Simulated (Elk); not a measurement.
Band structure of NiSi₂ (Fm-3m, 3 atoms in the cell).

```yaml
crystal:
  lattice:
    - [0.00000, 2.66902, 2.66902]
    - [2.66902, 0.00000, 2.66902]
    - [2.66902, 2.66902, 0.00000]
  atoms:
    - { symbol: Si, position: [0.25000, 0.25000, 0.25000] }
    - { symbol: Si, position: [0.75000, 0.75000, 0.75000] }
    - { symbol: Ni, position: [0.00000, 0.00000, 0.00000] }
```

Level of theory: PBE, all-electron FP-LAPW, Elk's shipped species files, APW+lo basis with extra local orbitals (Elk).

Settings: xctype = 20; rgkmax = 7.5; stype = 0; swidth = 0.00499791 Ha; ngridk = 9 9 9; gmaxvr = 18 1/bohr; lmaxapw = 10; lmaxo = 8; nxlo = 2; lorbcnd = true; lradstp = 2; nrmtscf = 2; rmtscf = 0.89; lmaxi = 4.

The starting cell has typed, rounded lattice constants, without a prior relaxation at this level. Its lattice was rescaled by a random factor within 2.5 % of one. Spin polarisation is off. Values depend on the basis (sphere radii, cutoffs, local orbitals), which need not be converged.

Levels in eV from the Fermi level, bands 9 to 16:
| point | 9 | 10 | 11 | 12 | 13 | 14 | 15 | 16 |
|---|---|---|---|---|---|---|---|---|
| Γ | -3.76 | -0.05 | 1.73 | 1.73 | 1.73 | 2.13 | 2.13 | 2.13 |
| X | -3.84 | -3.84 | -3.68 | -3.33 | -0.39 | 1.29 | 7.65 | 8.57 |
| W | -3.97 | -3.84 | -3.40 | -2.61 | 2.26 | 2.26 | 4.57 | 5.25 |
| K | -4.04 | -3.65 | -3.12 | -2.82 | 0.20 | 3.60 | 4.71 | 6.60 |
| L | -3.56 | -3.56 | -1.61 | -1.61 | 1.79 | 1.79 | 1.80 | 2.79 |
| U | -4.04 | -3.65 | -3.12 | -2.82 | 0.20 | 3.60 | 4.71 | 6.60 |

Bands cross the Fermi level along this path, so the cell is metallic at this level.
